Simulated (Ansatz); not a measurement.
Base system: Si (space group Pm-3n, No. 223; a = 4.866 Å; a model cell, its experimental status unchecked). Axes: x, y, z lie along the cube axes.

The values are results of PBEsol, PAW, 420 eV (Ansatz, a quantum-chemistry and plane-wave program; spin-orbit coupling left out), not measurements.

Strains are applied to the cell and any free atomic positions relax; under stress the whole cell relaxes.

One change was made to it. Results:

The shortest interatomic distance falls by 0.007 Å, from 2.433 Å to 2.426 Å; the energy grows by 9.2 meV/atom.

Which of these changes matches the shifts?
A) uniaxial strain ε_zz = +5.17 %
B) uniaxial strain ε_zz = +3.74 %
C) isotropic strain +4.00 %
D) uniaxial stress, 5 GPa compression along z
E) isotropic strain +0.26 %

B, uniaxial strain ε_zz = +3.74 %. For comparison, the energy relative to the base in the other runs: uniaxial strain ε_zz = +5.17 % gives +17 meV/atom; isotropic strain +0.26 % gives +0.2 meV/atom; uniaxial stress, 5 GPa compression along z gives +10 meV/atom; isotropic strain +4.00 % gives +52 meV/atom.

Without a gap, meshes like the base's 10×10×10 leave anisotropic stresses uncertain by several tenths of a GPa, and small strain energies with them. Stability under load was not tested beyond the relaxation. This is not the structure that Si has at room temperature and ambient pressure.
